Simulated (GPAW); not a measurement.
# Several settings converged on Pd (Fm-3m, 1 atom in the cell)

```xyz
1
Lattice="0.0000 1.9508 1.9508 1.9508 0.0000 1.9508 1.9508 1.9508 0.0000" Properties=species:S:1:pos:R:3 pbc="T T T"
Pd     0.0000     0.0000     0.0000
```

Base method: PBE, GPAW PAW datasets PBE (gpaw-data 1.0.1) (plane waves; GPAW 25.7.0).

Base settings: mode = pw; ecut = 550 eV; xc = PBE; kpts = 5 5 5; mesh shift (steps) = 0 0 0; occupations.name = fermi-dirac; occupations.width = 0.1 eV; nbands = -9; convergence.forces = 0.001 eV/Å; symmetry.symmorphic = false.

The count of work is k-points × plane waves × bands × iterations; it is no time. 

**The cutoff for other potential files**

In this ladder: setups = {Pd: 10}.

The second cell is the first with its lattice scaled by 0.98.

The mesh stays at the base's, so the ladder's end is converged at best in this setting alone.

Only quantities that move along the ladder and can be compared are tabulated.

| ecut | free energy less the last step's (meV/atom) | energy of the compressed cell less the first (meV/atom) | pressure (GPa) | count of work / last |
|---|---|---|---|---|
| 250 eV | 435.65 | 92.09 | 9.45 | 0.12 |
| 300 eV | 344.08 | 98.81 | 2.73 | 0.14 |
| 385 eV | 116.10 | 93.16 | 6.03 | 0.22 |
| 470 eV | 82.54 | 91.88 | 9.73 | 0.28 |
| 550 eV | 67.64 | 91.55 | 8.28 | 0.36 |
| 660 eV | 22.76 | 92.16 | 8.27 | 0.47 |
| 825 eV | 1.10 | 91.64 | 9.59 | 0.71 |
| 1100 eV | 0.00 | 91.67 | 9.73 | 1.0 |

Coarsest ecut that holds the pressure within 0.5 GPa of the last step, with all finer ones: 825 eV; the step before is off by 1.5 GPa.

Coarsest ecut that holds the energy of the compressed cell less the first within 2 meV/atom of the last step, with all finer ones: 385 eV, at 0.22 of the last step's count of work; the step before is off by 7.1 meV/atom.

Coarsest ecut that holds the free energy within 5 meV/atom of the last step, with all finer ones: 825 eV; the step before is off by 23 meV/atom.

**The relaxed cell against the cutoff**

In this ladder: convergence.density = 1e-05 e/electron; optimizer = BFGS; fmax = 0.05 eV/Å.

The mesh stays at the base's, so the ladder's end is converged at best in this setting alone.

Only quantities that move along the ladder and can be compared are tabulated.

```tsv
ecut	relaxed volume (Å³/atom)	relaxation steps
275 eV	14.884	1
330 eV	14.935	1
385 eV	15.252	2
470 eV	15.491	2
550 eV	15.536	2
660 eV	15.543	2
825 eV	15.543	2
1100 eV	15.543	2
```

Coarsest ecut that holds the relaxed volume within 0.031 Å³/atom of the last step, with all finer ones: 550 eV; the step before is off by 0.052 Å³/atom.

At the lowest cutoff the cell relaxes to a volume 4.2 % smaller than at the highest.

On the base run: the starting cell has typed, rounded lattice constants, without a prior relaxation at this level. Its lattice was rescaled by up to half a per cent. Spin polarisation is off. Without a gap this mesh is coarse (it stands for a supercell whose shortest vector is 14 Å).
